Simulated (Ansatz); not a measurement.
Cs2Pt (P6₃/mmc, No. 194, 6 atoms in the cell; start mp-13548) was calculated with r²SCAN (Ansatz, a program for electronic structure, plane waves, PAW).

Numerical settings: plane-wave cutoff 560 eV, 6×6×6 k mesh, Fermi–Dirac smearing 0.01 eV, scalar-relativistic PAW data made under PBE.

Cell (relaxed with PBEsol):

```yaml
crystal:
  lattice:
    - [5.63240, 0.00000, 0.00000]
    - [-2.81620, 4.87780, 0.00000]
    - [0.00000, 0.00000, 7.67439]
  atoms:
    - { symbol: Cs, position: [0.66667, 0.33333, 0.25000] }
    - { symbol: Cs, position: [0.33333, 0.66667, 0.75000] }
    - { symbol: Cs, position: [0.00000, 0.00000, 0.00000] }
    - { symbol: Cs, position: [0.00000, 0.00000, 0.50000] }
    - { symbol: Pt, position: [0.66667, 0.33333, 0.75000] }
    - { symbol: Pt, position: [0.33333, 0.66667, 0.25000] }
```

Problem. Estimate the band gap that the calculation returns.

Solution. 
- band gap: 2.13 eV

Note: cell and atoms aren't relaxed at this level (pressure 1.7 GPa).

Spin–orbit coupling is not included; with these elements it can move the gap by several tenths of an eV or more.

Static lattice: no zero-point or thermal effects.

A start named mp-… is a Materials Project structure, which need not be a measured phase.
